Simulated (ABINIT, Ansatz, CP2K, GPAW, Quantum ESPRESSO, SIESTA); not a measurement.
## Code comparison for K (Im-3m, 1 atom in the cell)

Self-consistent single point, at a second geometry (lattice scaled by 0.98). First geometry:

```xyz
1
Lattice="-2.6706 2.6706 2.6706 2.6706 -2.6706 2.6706 2.6706 2.6706 -2.6706" Properties=species:S:1:pos:R:3 pbc="T T T"
K      0.0000     0.0000     0.0000
```

Shared settings, as Ansatz (a first-principles code) writes them: kpoints.mp_grid.grid = 12 12 12; scf.occupations.method = gaussian; scf.occupations.width = 0.1 eV. Potentials and cutoffs stand in the table.

```tsv
code	model	ΔF from the first geometry (meV/atom)	pressure (GPa)	cutoff
CP2K	PBE, GPW, DZVP-MOLOPT-SR-GTH basis, GTH-PBE potentials (GTH_POTENTIALS)	4.2	0.28	grid 500 Ry
GPAW	PBE, GPAW PAW datasets PBE (gpaw-data 1.0.1)	-0.5	0.08	550 eV
ABINIT	PBE, norm-conserving pseudopotentials (PseudoDojo nc-sr-05 PBE standard)	-0.2	0.10	37 Ha
SIESTA	GGA PBE, numerical atomic orbitals DZP, PseudoDojo PBE standard norm-conserving potentials (rewritten from UPF to PSML)	4.7	0.33	grid 300 Ry
Quantum ESPRESSO	PBE, PseudoDojo standard norm-conserving (PBE) pseudopotentials	-0.2	0.10	75 Ry
Ansatz	PBE, default PAW files	-0.2	0.11	default
```

The spread over the programs that give each value: ΔF from the first geometry within 5.2 meV/atom; pressure within 0.25 GPa.

CP2K and SIESTA use small atom-centred bases, whose incompleteness enters pressures, forces and empty levels differently from a plane-wave cutoff. Ansatz's pressure is given at a fixed set of plane waves, as the other plane-wave codes print theirs.

The starting cell comes from a database of computed structures (which also holds hypothetical and non-ambient phases and stackings), without a prior relaxation at this level. Its lattice was rescaled by a random factor within 2.5 % of one. For this run, on top of that: lattice scaled by 0.98.

Left out of this page: Elk and FLEUR (not drawn, or without a comparable value).

Keys are those of Ansatz 0.2.
